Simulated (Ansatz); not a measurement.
The starting structures come from a database of crystals and need not be the phases stable at ambient conditions.

 Where the default PAW files enter, the runs use the earlier of Ansatz's two default sets.

Crystal: N2 (P4_2/mnm, not sure to be the ambient phase, 4 atoms a cell, 22.3 Å³ an atom); planes in its conventional cell.

Method: r2SCAN (plane waves, PAW; Ansatz, a quantum-chemistry and plane-wave program).

No gap correction and no spin-orbit coupling; mid-gap values are interpolated between computed energies.

```tsv
plane	area of the cell (Å²)	mid-gap κ (1/Å)	largest κ in the gap (1/Å)
(100)	21.8	0.83	0.97
(111)	35.1	[?]	[?]
(110)	30.8	[?]	[?]
(001)	16.8	[?]	[?]
```

**Question.** The slowest decay depends on the direction. Supply the withheld values.

**Answer.** 
- (111), mid-gap κ (1/Å): 0.90
- (111), largest κ in the gap (1/Å): 0.94
- (110), mid-gap κ (1/Å): 0.86
- (110), largest κ in the gap (1/Å): 0.90
- (001), mid-gap κ (1/Å): 1.10
- (001), largest κ in the gap (1/Å): 1.11
